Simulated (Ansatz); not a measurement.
LiF, element substitutions

Base system: LiF in the rock salt structure (space group Fm-3m, No. 225).

```cif
data_F4Li4
_chemical_formula_sum 'Li4 F4'
_space_group_name_H-M_alt 'Fm-3m'
_space_group_IT_number 225
_space_group_name_Hall '-F 4 2 3'
_cell_length_a 4.00774
_cell_length_b 4.00774
_cell_length_c 4.00774
_cell_angle_alpha 90.000
_cell_angle_beta 90.000
_cell_angle_gamma 90.000
loop_
_atom_site_label
_atom_site_type_symbol
_atom_site_symmetry_multiplicity
_atom_site_Wyckoff_symbol
_atom_site_fract_x
_atom_site_fract_y
_atom_site_fract_z
_atom_site_occupancy
Li1 Li 4 a 0.00000 0.00000 0.00000 1
F1 F 4 b 0.50000 0.50000 0.50000 1
```
(The calculation used a cell of 2 atoms; values per cell refer to that cell.)

Each row replaces one element on all its sites; cell and atoms are relaxed.

Levels (all Ansatz, a program for electronic structure, PAW): PBEsol (420 eV, scalar-relativistic without spin-orbit coupling); HSE06 (420 eV, scalar-relativistic without spin-orbit coupling).

Band gaps by level, all at the geometries relaxed with PBEsol:

```
case      PBEsol     HSE06
-------  -------  --------
base     9.05 eV  11.54 eV
Li → Na  6.20 eV         ?
Li → H   3.12 eV         ?
```

Complete the table.


- Li → Na, HSE06: 8.50 eV
- Li → H, HSE06: 5.04 eV

Single points use the geometry relaxed with PBEsol. Whether these cells are dynamically stable was not tested. As relaxed here, HF is a hypothetical phase, not in the database extracts checked.
